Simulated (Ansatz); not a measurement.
# Ru, response to strain

Base system: Ru in the hcp (Mg type) structure (space group P6_3/mmc, No. 194; a = 2.706 Å, c = 4.265 Å; relaxed with 0.1 eV smearing). Axes: x lies along a and z along c of the hexagonal cell.

Strains are applied to the cell and any free atomic positions relax; under biaxial strain the out-of-plane vector relaxes too.

All numbers come from DFT with r2SCAN, PAW potentials and a 500 eV plane-wave cutoff in Ansatz (an electronic-structure program), no SOC, earlier PAW set.

Notes on the quantities. pressure: mean of the normal stresses, compression positive.

| change | pressure | volume per atom | space group |
|---|---|---|---|
| base | 0.0 GPa | 13.52 Å³ | P6_3/mmc (No. 194) |
| biaxial strain −2.62 %, plane normal [001], relaxed out of plane | 14.3 GPa | 13.01 Å³ | P6_3/mmc (No. 194) |
| biaxial strain −0.83 %, plane normal [001], relaxed out of plane | 4.1 GPa | 13.36 Å³ | P6_3/mmc (No. 194) |
| biaxial strain −0.36 %, plane normal [001], relaxed out of plane | 1.7 GPa | (withheld) | P6_3/mmc (No. 194) |
| biaxial strain +0.54 %, plane normal [001], relaxed out of plane | -2.4 GPa | 13.62 Å³ | P6_3/mmc (No. 194) |
| isotropic strain −0.73 % | (withheld) | 13.22 Å³ | P6_3/mmc (No. 194) |
| uniaxial strain ε_xx = +5.47 % | -14.7 GPa | 14.26 Å³ | Cmcm (No. 63) |
| uniaxial strain ε_yy = +1.08 % | (withheld) | 13.66 Å³ | Cmcm (No. 63) |
| tensor shear ε_xz = −0.69 % | 0.1 GPa | 13.52 Å³ | C2/c (No. 15) |
| tensor shear ε_xy = +2.26 % | (withheld) | 13.51 Å³ | P2_1/m (No. 11) |

Problem. Complete the table.

Solution. 
- biaxial strain −0.36 %, plane normal [001], relaxed out of plane, volume per atom: 13.45 Å³
- isotropic strain −0.73 %, pressure: 7.8 GPa
- uniaxial strain ε_yy = +1.08 %, pressure: -3.4 GPa
- tensor shear ε_xy = +2.26 %, pressure: 0.6 GPa

Stability against distortions was not tested. All final runs are without spin polarisation.
